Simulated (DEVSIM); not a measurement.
Device: abrupt GaAs p-n junction, at 250 K.

Layer 1 from the left is GaAs, thickness (μm) 50.0, Na (cm⁻³) 1e16, τn (s) 7.3e-9, τp (s) 7.3e-9. Layer 2 from the left is GaAs, thickness (μm) 57.0, Nd (cm⁻³) 4.3e14, τn (s) 7.3e-9, τp (s) 7.3e-9.

Left contact: ohmic. Right contact: ohmic. Voltage is applied to the left contact. Recombination: SRH at mid-gap, radiative. Mobility is constant in doping.

Constants are typed, rounded textbook-type inputs, not results; the design itself was drawn at random and stands for no fabricated device. Values at 300 K; Nc and Nv go as T^1.5, mobilities as T to minus their exponent, the gap by Varshni's rule with the affinity fixed.

GaAs: gap (eV) 1.424, affinity (eV) 4.07, permittivity 12.9, Nc (cm⁻³) 4.7e17, Nv (cm⁻³) 9e18, μn (cm²/Vs) 8500, μp (cm²/Vs) 400, T exponent of μn 2.1, T exponent of μp 2.2, B (cm³/s) 2e-10, Varshni α (eV/K) 0.000541, Varshni β (K) 204.

Problem. Estimate by hand the built-in potential, the peak field at zero bias, the capacitance at -3 V, and compare with a numerical solution.

Solution. 
- Built-in potential: ni = √(Nc Nv) exp(−Eg/2kT) = 4150 cm⁻³ with Eg = 1.446 eV; Vbi = kT/q ln(Na Nd/ni²) = 1.161 V; numerical 1.161 V.
- Peak field at zero bias: depletion approximation: W = √(2εVbi/(qN)) = 2.00 μm with N = 4.12e14 cm⁻³; field = 2Vbi/W = 11600 V/cm; numerical 11500 V/cm (estimate above by 0.88 %).
- Capacitance at -3 V: C = √(qεN / 2(Vbi + |V|)) = 3.01 nF/cm²; numerical 3.03 nF/cm² (estimate below by 0.52 %).

Model (solved in DEVSIM): 1D drift-diffusion, Boltzmann statistics, complete ionisation; no tunnelling, impact ionisation, image-force lowering or self-heating.
